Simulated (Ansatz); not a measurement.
**C with two functionals, uniaxial stress, 3 GPa tension along x**

Take C in the diamond structure (space group Fd-3m, No. 227; a = 3.572 Å) as the base. Axes: x, y, z lie along the cube axes.

(Cell as relaxed with PBE.)

Levels (all Ansatz, an electronic-structure program, PAW, earlier PAW set): PBE (420 eV, spin-orbit coupling left out); r2SCAN (500 eV, without spin-orbit coupling).

Each level relaxes its own structure.

```
base                      PBE    r2SCAN
-------------------  --------  --------
volume per atom       5.70 Å³   5.64 Å³
lattice parameter a  357.2 pm  356.0 pm
band gap              4.13 eV   4.36 eV
```

The change: uniaxial stress, 3 GPa tension along x; all other stress components relax to zero.

```
quantity                             PBE  r2SCAN
------------------------------  --------  ------
smallest direct gap              5.54 eV       ?
mean lateral Poisson ratio          0.10       ?
secant Young's modulus along x  1000 GPa       ?
volume per atom                  5.71 Å³       ?
```

**Question.** Predict the r2SCAN column.

**Answer.** 
- smallest direct gap, r2SCAN: 5.86 eV
- mean lateral Poisson ratio, r2SCAN: 0.09
- secant Young's modulus along x, r2SCAN: 1100 GPa
- volume per atom, r2SCAN: 5.65 Å³

PBE's smallest direct gap lies 0.313 eV below r2SCAN's; PBE's secant Young's modulus along x lies 62.0 GPa below r2SCAN's; PBE's volume per atom lies 0.055 Å³ above r2SCAN's (1.0 %). Neither level is exact; r2SCAN is the comparison here, not a measurement.

Load acts through the strain it causes; cell and atoms are relaxed under it. Stability under load was not tested beyond the relaxation.
